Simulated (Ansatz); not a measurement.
Method: PBE (plane waves to 420 eV, PAW; Ansatz, a first-principles code).

Plane-averaged electrostatic potential energy along the normal, in eV from the Fermi level, for Ru on the 1x1 (0001) surface of hcp Co, ferromagnetic, one in a 2x2 cell, started at the site 'bridge Co-Co (span 2.5 Å)':

```json
[
 {"z (Å)": "5.38", "V (eV)": "4.95"},
 {"z (Å)": "5.67", "V (eV)": "4.95"},
 {"z (Å)": "5.95", "V (eV)": "4.95"},
 {"z (Å)": "6.23", "V (eV)": "4.95"},
 {"z (Å)": "6.52", "V (eV)": "4.94"},
 {"z (Å)": "6.80", "V (eV)": "4.93"},
 {"z (Å)": "7.08", "V (eV)": "4.90"},
 {"z (Å)": "7.37", "V (eV)": "4.84"},
 {"z (Å)": "7.65", "V (eV)": "4.72"},
 {"z (Å)": "7.93", "V (eV)": "4.48"},
 {"z (Å)": "8.22", "V (eV)": "3.99"},
 {"z (Å)": "8.50", "V (eV)": "2.97"},
 {"z (Å)": "8.78", "V (eV)": "0.87"},
 {"z (Å)": "9.07", "V (eV)": "-4.87"},
 {"z (Å)": "9.35", "V (eV)": "-13.73"},
 {"z (Å)": "9.63", "V (eV)": "-19.74"},
 {"z (Å)": "9.92", "V (eV)": "-19.45"},
 {"z (Å)": "10.20", "V (eV)": "-13.06"},
 {"z (Å)": "10.48", "V (eV)": "-4.75"},
 {"z (Å)": "10.77", "V (eV)": "-1.56"},
 {"z (Å)": "11.05", "V (eV)": "-6.25"},
 {"z (Å)": "11.33", "V (eV)": "-14.76"},
 {"z (Å)": "11.62", "V (eV)": "-20.17"},
 {"z (Å)": "11.90", "V (eV)": "-19.14"},
 {"z (Å)": "12.18", "V (eV)": "-12.20"},
 {"z (Å)": "12.47", "V (eV)": "-3.83"},
 {"z (Å)": "12.75", "V (eV)": "-0.65"},
 {"z (Å)": "13.03", "V (eV)": "-4.21"},
 {"z (Å)": "13.32", "V (eV)": "-12.69"},
 {"z (Å)": "13.60", "V (eV)": "-19.35"},
 {"z (Å)": "13.88", "V (eV)": "-19.97"},
 {"z (Å)": "14.17", "V (eV)": "-14.22"},
 {"z (Å)": "14.45", "V (eV)": "-5.65"},
 {"z (Å)": "14.73", "V (eV)": "-1.16"},
 {"z (Å)": "15.02", "V (eV)": "-3.97"},
 {"z (Å)": "15.30", "V (eV)": "-12.11"},
 {"z (Å)": "15.58", "V (eV)": "-19.02"},
 {"z (Å)": "15.87", "V (eV)": "-20.12"},
 {"z (Å)": "16.15", "V (eV)": "-14.85"},
 {"z (Å)": "16.43", "V (eV)": "-6.35"},
 {"z (Å)": "16.72", "V (eV)": "-1.15"},
 {"z (Å)": "17.00", "V (eV)": "-1.78"},
 {"z (Å)": "17.28", "V (eV)": "-4.19"},
 {"z (Å)": "17.57", "V (eV)": "-5.33"},
 {"z (Å)": "17.85", "V (eV)": "-3.93"},
 {"z (Å)": "18.13", "V (eV)": "-0.88"},
 {"z (Å)": "18.42", "V (eV)": "1.73"},
 {"z (Å)": "18.70", "V (eV)": "2.79"},
 {"z (Å)": "18.98", "V (eV)": "3.24"},
 {"z (Å)": "19.27", "V (eV)": "3.46"},
 {"z (Å)": "19.55", "V (eV)": "3.57"},
 {"z (Å)": "19.83", "V (eV)": "3.62"},
 {"z (Å)": "20.12", "V (eV)": "3.65"},
 {"z (Å)": "20.40", "V (eV)": "3.67"},
 {"z (Å)": "20.68", "V (eV)": "3.67"},
 {"z (Å)": "20.97", "V (eV)": "3.68"},
 {"z (Å)": "21.25", "V (eV)": "3.68"},
 {"z (Å)": "21.53", "V (eV)": "3.68"},
 {"z (Å)": "21.82", "V (eV)": "3.68"}
]
```

Set-up: 17 atoms, 6.0 Å thick at the start under the adsorbate (thin: gaps and levels are the slab's own); mesh 7x7x1; 0.1 eV smearing; dipole correction on; 8 atoms held, the rest relaxed; held to the start's symmetry, so lower structures may exist; spin-polarised, no spin-orbit, no U, no dispersion correction. At the end it is bonded to 3 Co. In PBE it is, or lies within 0.03 eV of, the lowest of the starts that converged.

Task: The surface cell has an area of 21.53 Å². What dipole along the normal does the step between the two vacuum levels imply?

Result: the top vacuum level lies 1.27 eV below the bottom one; p = −ε₀ A ΔV (ε₀ = 0.005526 e/(V·Å)) gives 0.15 e·Å a cell.
